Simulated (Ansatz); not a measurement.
Amorphous Si₃₀N₄₄Ti₃, 77 atoms at 3.05 g/cm³, one PBE-relaxed geometry, zone centre. Methods: PBE, scalar-relativistic without spin-orbit coupling (Ansatz, a first-principles code); r2SCAN, scalar-relativistic without spin-orbit coupling (Ansatz); HSE06, scalar-relativistic without spin-orbit coupling (Ansatz). Plane waves to 420 eV (r2SCAN 500 eV); exact exchange is cut at the cell's faces. At PBE the levels at both edges of the gap are localised (band-tail or defect states), and the nearest spread-out levels lie 3.5 eV apart at the zone centre. The higher rungs were started with moments on some atoms, which died out.

Preparation: random packing, a CHGNet melt and quench, and a DFT relaxation. N atoms were pushed apart under 1.9 Å during the dynamics, to hinder bonds among them. The hot cell started wider than the set density and was brought back towards it in steps. It is the lowest in DFT energy of 2 quenches. It is a model cell: composition and starting density were chosen by hand, and all elements were melted together. No dispersion term was used. Its density started from a set value of 3.05 and ended at 3.05 g/cm³. The quench (nominally 300 K/ps over its main leg) was far faster than any real one, so the model tends to hold more defects than a real film. A cell of this size samples the disorder only roughly. The volume was held where the preparation left it and the shape relaxed, at a PBE pressure of 0.3 GPa.

The relaxation ran on the zone centre alone. At PBE the gap between localised states is 1.42 eV on a 2×2×2 Γ-centred mesh, and the spacing at the zone centre alone 1.52 eV.

What zone-centre spacing does r2SCAN give, roughly?

1.79 eV (+0.27 eV against PBE).

What zone-centre spacing does HSE06 give, roughly?

2.88 eV (+1.36 eV against PBE).

The highest filled and the lowest empty state spread over these numbers of atoms (participation numbers): PBE: 14.1 and 1.8; r2SCAN: 13.5 and 1.7; HSE06: 15.1 and 1.8.
